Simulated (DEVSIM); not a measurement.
# illuminated Si n-on-p cell, one wavelength

Device: illuminated Si n-on-p cell, one wavelength, at 300 K.

```csv
layer (left to right),material,thickness (μm),Nd (cm⁻³),Na (cm⁻³),τn (s),τp (s),absorption coefficient (cm⁻¹)
1,Si,0.480,2.8e18,-,2.3e-7,1.4e-7,37000
2,Si,90.0,-,6.9e15,0.00015,5.1e-6,37000
```

Left contact: ohmic, minority hole recombination velocity 4e5 cm/s. Right contact: ohmic, minority electron recombination velocity 5e6 cm/s. Voltage is applied to the left contact. Recombination: SRH at mid-gap, radiative, Auger. Light enters at the left, 1.1e18 photons cm⁻² s⁻¹, one pass, no reflection. Mobility is constant in doping.

This is a model device: material constants are rounded textbook-type values typed into the input, and sizes, dopings and lifetimes were drawn at random. Values at 300 K.

```
parameter           Si
-------------  -------
gap (eV)         1.124
affinity (eV)     4.05
permittivity      11.7
Nc (cm⁻³)      2.86e19
Nv (cm⁻³)       3.1e19
μn (cm²/Vs)       1417
μp (cm²/Vs)        470
B (cm³/s)      4.7e-15
Cn (cm⁶/s)     2.8e-31
Cp (cm⁶/s)     9.9e-32
```

DEVSIM, 1D drift-diffusion, Boltzmann statistics, complete ionisation; no tunnelling, impact ionisation, image-force lowering or self-heating.

```yaml
potential_step_across_the_device_at_zero_bias: 0.847 V
largest_field_in_the_device_at_zero_bias: 97000 V/cm
Dark forward voltage at 1 A/cm²: 0.653 V
Dark forward voltage at 100 A/cm²: 0.872 V
short_circuit_current: 119 mA/cm²
open_circuit_voltage: 0.594 V
fill_factor: 0.83
largest_power: 58.3 mW/cm²
share_of_generated_pairs_collected_at_short_circuit: 0.674
```

Small-signal capacitance in reverse bias (quasi-static):

```json
[
 {"V (V)": "0.04", "C (nF/cm²)": "27.2"},
 {"V (V)": "0.1", "C (nF/cm²)": "26.2"},
 {"V (V)": "0.2", "C (nF/cm²)": "24.7"},
 {"V (V)": "0.3", "C (nF/cm²)": "23.4"},
 {"V (V)": "0.4", "C (nF/cm²)": "22.4"},
 {"V (V)": "0.6", "C (nF/cm²)": "20.6"},
 {"V (V)": "0.8", "C (nF/cm²)": "19.2"},
 {"V (V)": "1", "C (nF/cm²)": "18.0"},
 {"V (V)": "1.3", "C (nF/cm²)": "16.7"},
 {"V (V)": "1.6", "C (nF/cm²)": "15.6"},
 {"V (V)": "2", "C (nF/cm²)": "14.4"}
]
```

Dark forward current:

```json
[
 {"V (V)": "-0.05", "J (A/cm²)": "-2.0e-10"},
 {"V (V)": "-0.10", "J (A/cm²)": "-1.1e-9"},
 {"V (V)": "-0.15", "J (A/cm²)": "-5.7e-9"},
 {"V (V)": "-0.20", "J (A/cm²)": "-3.3e-8"},
 {"V (V)": "-0.25", "J (A/cm²)": "-2.1e-7"},
 {"V (V)": "-0.30", "J (A/cm²)": "-1.4e-6"},
 {"V (V)": "-0.35", "J (A/cm²)": "-9.3e-6"},
 {"V (V)": "-0.40", "J (A/cm²)": "-6.4e-5"},
 {"V (V)": "-0.45", "J (A/cm²)": "-0.00044"},
 {"V (V)": "-0.50", "J (A/cm²)": "-0.0030"},
 {"V (V)": "-0.55", "J (A/cm²)": "-0.021"},
 {"V (V)": "-0.60", "J (A/cm²)": "-0.14"},
 {"V (V)": "-0.65", "J (A/cm²)": "-0.90"},
 {"V (V)": "-0.70", "J (A/cm²)": "-4.5"},
 {"V (V)": "-0.80", "J (A/cm²)": "-39"},
 {"V (V)": "-0.85", "J (A/cm²)": "-78"},
 {"V (V)": "-0.90", "J (A/cm²)": "-130"},
 {"V (V)": "-0.95", "J (A/cm²)": "-210"},
 {"V (V)": "-1.00", "J (A/cm²)": "-300"},
 {"V (V)": "-1.05", "J (A/cm²)": "-420"},
 {"V (V)": "-1.10", "J (A/cm²)": "-550"},
 {"V (V)": "-1.15", "J (A/cm²)": "-700"},
 {"V (V)": "-1.20", "J (A/cm²)": "-870"},
 {"V (V)": "-1.25", "J (A/cm²)": "-1100"},
 {"V (V)": "-1.30", "J (A/cm²)": "-1300"},
 {"V (V)": "-1.35", "J (A/cm²)": "-1500"},
 {"V (V)": "-1.40", "J (A/cm²)": "-1800"},
 {"V (V)": "-1.45", "J (A/cm²)": "-2000"}
]
```
